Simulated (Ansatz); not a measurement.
Start from PtSe$_{2}$ in the CdI2 type structure (space group P-3m1, No. 164; a = 3.7722 Å, c = 4.8212 Å; layered; relaxed with 0.1 eV smearing). Axes: x lies along a and z along c of the hexagonal cell.

Method: PBE-D3(BJ) (Ansatz, a first-principles code, PAW, no spin-orbit coupling).

Perturbation: an isotropic linear strain of +2.69 %; the atoms relax in the strained cell.

### Question
Predict the stress tensor and what it implies for the stiffness.

### Answer
Stress of the strained cell less that of the base (GPa, compression positive):
```
   -6.5     0.0     0.0
    0.0    -6.5     0.0
    0.0     0.0    -2.7
```

Then B = −ΔP/(ΔV/V₀) with ΔV/V₀ = 0.0829 gives secant stiffness values (nonlinear terms included at this strain): B (at held cell shape, above the free-shape value) ≈ 63 GPa.

As a check, the harmonic strain energy −½ V₀ Δσ:ε is 26 meV/atom; the computed energy rise is 29 meV/atom.

No phonon test of stability was made. All final runs are without spin polarisation.
